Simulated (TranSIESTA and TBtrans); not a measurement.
# Ag chain with one O atom inserted

Device: Ag chain with one O atom inserted. Leads: straight Ag chain, spacing 2.517 Å. Geometry: 3 atoms about the centre moved by SIESTA (PBE, DZP) to a largest force of 0.02 eV/Å, all others as built, motion along the axis alone.

TranSIESTA and TBtrans, PBE, DZP numerical orbitals (energy shift 0.15 eV), PseudoDojo norm-conserving scalar-relativistic potentials, mesh cutoff 200 Ry, 300 K, spin-polarised (collinear), no spin-orbit coupling; self-consistent non-equilibrium Green functions.

```
Item                                                           Value
-------------------------------------------------------------  -----
Conductance at 300 K (G0 = 2e²/h)                               0.29
Thermopower (μV/K)                                               6.7
Mean T from −0.5 to 0.5 eV                                      0.32
Spin polarisation of the conductance, (up − down)/(up + down)  -0.20
```

Energies count from the leads' Fermi level. Transmissions are for each spin. The energy step is 0.01 eV; narrower resonances are cut or missed.

```tsv
E (eV)	T up	T down	lead channels up	down
-1.95	2.55	2.28	3	3
-1.80	2.21	2.10	3	3
-1.65	1.58	1.56	3	3
-1.50	0.76	0.80	3	3
-1.35	0.13	0.15	1	1
-1.20	0.031	0.021	1	1
-1.05	0.077	0.043	1	1
-0.90	0.35	0.13	1	1
-0.75	0.98	0.55	1	1
-0.60	0.55	0.98	1	1
-0.45	0.38	0.67	1	1
-0.30	0.31	0.50	1	1
-0.15	0.27	0.41	1	1
0.00	0.23	0.35	1	1
0.15	0.21	0.31	1	1
0.30	0.19	0.27	1	1
0.45	0.17	0.25	1	1
0.60	0.16	0.23	1	1
0.75	0.15	0.21	1	1
0.90	0.15	0.20	1	1
1.05	0.14	0.19	1	1
1.20	0.14	0.18	1	1
1.35	0.14	0.18	1	1
1.50	0.14	0.17	1	1
1.65	0.13	0.17	1	1
1.80	0.13	0.16	1	1
1.95	0.13	0.16	1	1
```

Moments were seeded on the central atoms alone, and one start was tried. The straight chain is held at its spacing; free chains may zigzag or dimerise.
